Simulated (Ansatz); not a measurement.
The starting structures come from a database of crystals and need not be the phases stable at ambient conditions.

By PBEsol, the system below comes out a metal.

The ballistic (Sharvin) conductance counts the channels at the Fermi level: G/A = (e²/h) × channels of both spins per area.

```
Cu3Sn
1.0
    5.50679     0.00000     0.00000
   -2.75340     4.76902     0.00000
    0.00000     0.00000     4.27269
Cu Sn
6 2
Direct
  0.15577   0.31154   0.75000
  0.84423   0.68846   0.25000
  0.84423   0.15577   0.25000
  0.15577   0.84423   0.75000
  0.68846   0.84423   0.75000
  0.31154   0.15577   0.25000
  0.33333   0.66667   0.25000
  0.66667   0.33333   0.75000
```

The cell is taken as given; by PBEsol it stands under a pressure of -1.8 GPa.

The current flows along the normal of the first two printed cell vectors, the (001) plane of the conventional cell. No spin-orbit coupling; the value is a mean over 0.1 eV about the Fermi level.

**Question.** Predict the ballistic conductance per area from PBEsol (Ansatz, a quantum-chemistry and plane-wave program).

**Answer.** 0.73 × 10¹⁵ S/m² for both spins.
